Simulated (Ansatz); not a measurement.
Reference: Au2Bi (Fd-3m), PBEsol, DFPT electron-phonon coupling, linearised Boltzmann equation (plane waves, PAW, scalar-relativistic; Ansatz, a quantum-chemistry and plane-wave program); geometry: relaxed with this functional, without spin-orbit coupling.

```yaml
crystal:
  lattice:
    - [0.00000, 3.97231, 3.97231]
    - [3.97231, 0.00000, 3.97231]
    - [3.97231, 3.97231, 0.00000]
  atoms:
    - { symbol: Bi, position: [0.50000, 0.50000, 0.50000] }
    - { symbol: Bi, position: [0.75000, 0.75000, 0.75000] }
    - { symbol: Au, position: [0.12500, 0.12500, 0.62500] }
    - { symbol: Au, position: [0.12500, 0.62500, 0.12500] }
    - { symbol: Au, position: [0.12500, 0.12500, 0.12500] }
    - { symbol: Au, position: [0.62500, 0.12500, 0.12500] }
```

| Quantity | Result |
|---|---|
| resistivity at 300 K | 32 μΩ·cm |
| mean free path at 300 K | 8.1 nm |
| electron-phonon coupling λ | 0.49 |
| logarithmic mean phonon energy | 5.3 meV |

**Question.** Swap Bi for Na, keeping the structure type. How do these values move?

**Answer.** NaAu$_{2}$ (Fd-3m): volume per atom 20.9 to 19.8 Å³; resistivity at 300 K falls (32 μΩ·cm to 8.7 μΩ·cm); mean free path at 300 K rises (8.1 nm to 18.9 nm); electron-phonon coupling λ falls (0.49 to 0.23); logarithmic mean phonon energy rises (5.3 meV to 8.2 meV).

Moves up to 14 % count as about the same. Metals; harmonic phonons alone scatter; means over directions. The mean free path is weighted by the current that each state carries. Halving the electron mesh moves these values by up to 9 %; q meshes are mostly untested. Some of the runs warned that the eigensolver left states short of its tolerance. Spin-orbit coupling is left out.

Formula and space group known from diffraction (Crystallography Open Database), not checked to be the room-temperature form: Au2Bi (Fd-3m), NaAu2 (Fd-3m). The missing spin-orbit coupling matters most for Au2Bi (Fd-3m), NaAu2 (Fd-3m).
